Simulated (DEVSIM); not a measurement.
**Si p-i-n diode**

Device: Si p-i-n diode, at 300 K.

```
layer (left to right)  material  thickness (μm)  Nd (cm⁻³)  Na (cm⁻³)  τn (s)  τp (s)
---------------------  --------  --------------  ---------  ---------  ------  ------
1                            Si           0.590          -     2.4e16  9.3e-7  9.3e-7
2                            Si            4.40     1.4e13          -  9.3e-7  9.3e-7
3                            Si            4.90     6.5e18          -  9.3e-7  9.3e-7
```

Left contact: ohmic. Right contact: ohmic. Voltage is applied to the left contact. Recombination: SRH at mid-gap, radiative, Auger. Mobility is constant in doping.

This is a model device: material constants are rounded textbook-type values typed into the input, and sizes, dopings and lifetimes were drawn at random. Values at 300 K.

| parameter | Si |
|---|---|
| gap (eV) | 1.124 |
| affinity (eV) | 4.05 |
| permittivity | 11.7 |
| Nc (cm⁻³) | 2.86e19 |
| Nv (cm⁻³) | 3.1e19 |
| μn (cm²/Vs) | 1417 |
| μp (cm²/Vs) | 470 |
| B (cm³/s) | 4.7e-15 |
| Cn (cm⁶/s) | 2.8e-31 |
| Cp (cm⁶/s) | 9.9e-32 |

Simulated with DEVSIM: 1D drift-diffusion, Boltzmann statistics, complete ionisation; no tunnelling, impact ionisation, image-force lowering or self-heating.

```yaml
potential_step_across_the_device_at_zero_bias: 0.901 V
Dark forward voltage at 1 A/cm²: 0.558 V
Dark forward voltage at 100 A/cm²: 0.703 V
```

Small-signal capacitance in reverse bias (quasi-static):

| V (V) | C (nF/cm²) |
|---|---|
| -0.1 | 2.74 |
| -0.25 | 2.64 |
| -0.5 | 2.55 |
| -0.75 | 2.50 |
| -1 | 2.47 |
| -1.5 | 2.43 |
| -2 | 2.41 |
| -2.5 | 2.39 |
| -3.25 | 2.38 |
| -4 | 2.37 |
| -5 | 2.36 |

Dark reverse current:

```csv
V (V),J (A/cm²)
-0.10,-7.8e-8
-0.25,-1.3e-7
-0.50,-1.9e-7
-0.75,-2.3e-7
-1.00,-2.5e-7
-1.50,-2.9e-7
-2.00,-3.1e-7
-2.50,-3.2e-7
-3.25,-3.4e-7
-4.00,-3.5e-7
-5.00,-3.6e-7
```
